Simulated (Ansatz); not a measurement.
Start from SiC in the wurtzite structure (space group P6_3mc, No. 186).

```cif
data_C2Si2
_chemical_formula_sum 'Si2 C2'
_space_group_name_H-M_alt 'P 1'
_space_group_IT_number 1
_cell_length_a 3.09192
_cell_length_b 3.09192
_cell_length_c 5.07421
_cell_angle_alpha 90.000
_cell_angle_beta 90.000
_cell_angle_gamma 120.000
loop_
_space_group_symop_operation_xyz
  'x, y, z'
loop_
_atom_site_label
_atom_site_type_symbol
_atom_site_fract_x
_atom_site_fract_y
_atom_site_fract_z
_atom_site_occupancy
Si1 Si 0.66667 0.33333 0.00052 1
Si2 Si 0.33333 0.66667 0.50052 1
C1 C 0.66667 0.33333 0.62468 1
C2 C 0.33333 0.66667 0.12468 1
```

Method: PBE (Ansatz, a program for electronic structure), no SOC, earlier PAW set.

One change was made to it. Results:

The volume per atom shrinks by 0.14 Å³ (10.50 Å³ → 10.36 Å³); the width of the top valence band increases by 0.04 eV (3.85 eV → 3.89 eV); the band gap drops by 0.025 eV (2.31 eV → 2.28 eV); the electron mass goes from 0.27 mₑ along c, 0.44 mₑ across (at K) to 0.26 mₑ along c, 0.44 mₑ across (at K); the smallest direct gap rises by 0.026 eV (3.95 eV → 3.97 eV).

### Question
What was done to the base?
A) pressure 3 GPa
B) pressure 75 GPa
C) pressure −1 GPa

### Answer
A, pressure 3 GPa. For comparison, the electron mass in the other runs: pressure 75 GPa gives 0.24 mₑ along c, 0.39 mₑ across (at K); pressure −1 GPa gives 0.27 mₑ along c, 0.44 mₑ across (at K).

Load acts through the strain it causes; cell and atoms are relaxed under it. Effective masses come from finite differences of ±0.01 Å⁻¹. No phonon test of stability was made. No other phases were tried under pressure.
